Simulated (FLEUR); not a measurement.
# Equation of state of MoSi2-type MoSi2 (space group 139): energy against volume (FLEUR, PBE)

```yaml
crystal:
  lattice:
    - [-1.57646, 1.57646, 3.85521]
    - [1.57646, -1.57646, 3.85521]
    - [1.57646, 1.57646, -3.85521]
  atoms:
    - { symbol: Si, position: [0.66500, 0.66500, 0.00000] }
    - { symbol: Si, position: [0.33500, 0.33500, 0.00000] }
    - { symbol: Mo, position: [0.00000, 0.00000, 0.00000] }
```

Level of theory: FLEUR with PBE, all-electron FLAPW (FLEUR), scalar-relativistic valence. Settings: Kmax = 3.99 1/bohr; GmaxXC = 16 1/bohr; xcFunctional = pbe; jspins = 1; l_soc = F; mode = hist; fermiSmearingEnergy = 0.00183747 Htr; mesh (inpgen div1-3) = 25 25 25; inpgen gamma flag = false; Gmax = 16 1/bohr; numbands = 0; maxIterBroyd = 15; imix = Anderson; alpha = 0.05; precondParam = 0; minDistance = 1e-05 me/bohr^3. The cell above is the first row's. The rows scale it uniformly. In all rows fractional positions and the k mesh are held. E is the free energy at the stated smearing, counted from the lowest row.

| V (Å^3/atom) | E (meV/atom) |
|---|---|
| 12.7748 | 35.83 |
| 13.0525 | 15.05 |
| 13.3302 | 3.42 |
| 13.6079 | 0.00 |
| 13.8856 | 3.91 |
| 14.1634 | 14.37 |
| 14.4411 | 30.68 |
| 14.7188 | ? |

Taking the third-order Birch-Murnaghan form, a cubic in V^(-2/3) for E over the 7 complete rows: With u = V^(-2/3) - 0.176, the rows have u = 0.006991, 0.004387, 0.001873, -0.000556, -0.002903, -0.005174, -0.007371. Least squares gives E = 0.113 + 557.14·u + 644850·u² + 900822·u³. Residuals (row less fit): -0.002, 0.006, -0.005, -0.002, 0.002, 0.002, -0.001; standard error 0.005 (degrees of freedom: 3). Its minimum lies at u = -0.000432, so V0 = (0.175568)^(-3/2) = 13.59. There d²E/du² = 1287000 and d³E/du³ = 5405000, so B0 = (4/9) × 13.59^(-7/3) × 1287000 × 0.160218 = 208 GPa (the last factor turns the table's units into GPa), and B0' = 4 + (2/3) × 0.175568 × (5405000)/1287000 = 4.5.

Estimate the missing E (V = 14.7188); what did the run itself give?

u = -0.009498, so E = 0.113 + 557.14 × (-0.009498) + 644850 × (-0.009498)² + 900822 × (-0.009498)³ = 52.223 meV/atom. The calculation gives 52.22 meV/atom, which the fit meets to the printed digits. The row lies outside the fitted rows, so this is an extrapolation. From the scatter of the fitted rows alone, a prediction at this place has a standard error of 0.014 meV/atom, so the miss is 0.2 times that.

Carrying the step between the two nearest rows on in a straight line would have given 46.99, off by 5.23; series whose last step already gives the withheld value aren't shown. The scan was laid around a cell of about the measured size, scaled by a guess for this functional; axis ratios and inner coordinates come from that cell. The runs keep the symmetry of the cell, so they don't test it for distortions. Spin polarisation is off. Values depend on the basis (sphere radii, cutoffs, local orbitals), which need not be converged. The shape of the cell and the inner coordinates aren't relaxed, so V0 and B0 belong to this uniform scaling; a relaxed crystal lies no higher in energy and is usually softer. 1 of the planned runs didn't end soundly and are left out. Cutoffs and mesh are single choices, not tested for convergence of this quantity. Series with a scatter that would blur these digits, or in which a gap closes, are not shown. Nor are scans whose minimum lies at an end fitted in this form.
